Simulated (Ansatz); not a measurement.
System: GaSb (model structure, from the CsCl type, Pm-3m, No. 221). Method: r²SCAN+rVV10 (PAW; Ansatz, a first-principles code).

Excerpt of the program's output:

```
WARN output.stress: scf.convergence.dr2_threshold = 1e-7 eV (the SCF's general default) is looser than the 2e-10 eV advised for a printed stress (1e-10 eV for …
Relaxation: its limit of steps is 80 (relax.max_steps)
Crystal: 2 atoms, lattice volume = 46.113 Å³
Basis set: ecut = 560 eV, 1357 PW (Γ), exchange–correlation on 90×90×90 points (27 copies of the dense FFT grid, shifted against one another)
Bands: 18, of which v1, the nominal top of the filled ones, is band 14 counted from 1 (13 counted from 0)
Symmetry: 48 space group operations
Space group: Pm-3m (ITA 221), of the structure as read, at distance tolerance 3.6e-5 Å
k-points: 165 of 4096
Functional: x = r2scan, c = r2scan + rvv10(b = 11.95, C = 0.0093); τ floored in thin density (d = 2e-4 eV/Å³)
SCF iter   1: F=—  HF=-10285.758375 eV  |F-HF|=—  |Δ(HF+E_count)|=         —  Δρ=7.72e-3  dr2=1.00e-2  dr2_τ=4.48e-4
SCF iter   2: F=—  HF=-10285.778502 eV  |F-HF|=—  |Δ(HF+E_count)|=   2.01e-2  Δρ=3.24e-3  dr2=3.71e-3  dr2_τ=4.22e-5
  ...
SCF 1 converged in 8 iterations: F = -10285.780189 eV  dr2 = 4.37e-9
Crystal: 2 atoms, lattice volume = 46.113 Å³
Bands: 22, of which v1, the nominal top of the filled ones, is band 14 counted from 1 (13 counted from 0)
Initial density: handed on by an earlier stage of this run
SCF iter   1: F=—  HF=-10285.780189 eV  |F-HF|=—  |Δ(HF+E_count)|=         —  Δρ=3.26e-6  dr2=4.37e-9  dr2_τ=4.97e-11
SCF iter   2: F=-10285.780189 eV  HF=-10285.780189 eV  |F-HF|=3.12e-9  |Δ(HF+E_count)|=   3.27e-9  Δρ=2.74e-6  dr2=2.19e-9  dr2_τ=1.85e-11
SCF 2 converged in 2 iterations: F = -10285.780189 eV  dr2 = 2.19e-9
SCF converged after 2 iterations
Free energy (F): -10285.780189 eV
Internal energy: -10285.771554 eV  (E = F + TS)
E sigma→0 (E₀):  -10285.775872 eV
Fermi energy:    10.601649 eV
--- Stress (GPa, compression-positive) ---
       -1.052672      -0.000000      -0.000000
       -0.000000      -1.052672       0.000000
        0.000000       0.000000      -1.052672
  P = ⅓ Tr σ = -1.0527 GPa (-10.527 kbar)
```

### Question
Write an input file that produces this run.

### Answer
Several could match; the one computed here: 
Ansatz 0.2 input:
```yaml
crystal:
  lattice:
    - [3.5859673038, 0.0, 0.0]
    - [0.0, 3.5859673038, 0.0]
    - [0.0, 0.0, 3.5859673038]
  atoms:
    - { symbol: Ga, position: [0.0, 0.0, 0.0] }
    - { symbol: Sb, position: [0.5, 0.5, 0.5] }
basis:
  ecutwfc: 560
  ecutrho_ratio: 4
  xc_grid: 3
kpoints:
  mp_grid: { grid: [16, 16, 16] }
hamiltonian:
  xc: r2scan
  dispersion: rvv10
  pseudopotentials: { kind: paw }
scf:
  occupations: { method: fermi_dirac, width: 0.05 }
output:
  forces: true
  stress: true
  eigenvalues: true
relax:
  f_tol: 0.004
  escape_saddle: false
  max_steps: 80
```

The cell is one volume of an energy–volume scan, off the minimum.

The PAW data were made under PBE.

Note: the cell keeps the symmetry of its start, so it can be a saddle point.

A model structure was made by putting elements into a prototype or built by hand; it is no filed structure, need not be a known phase, and can be a saddle point held by its symmetry.
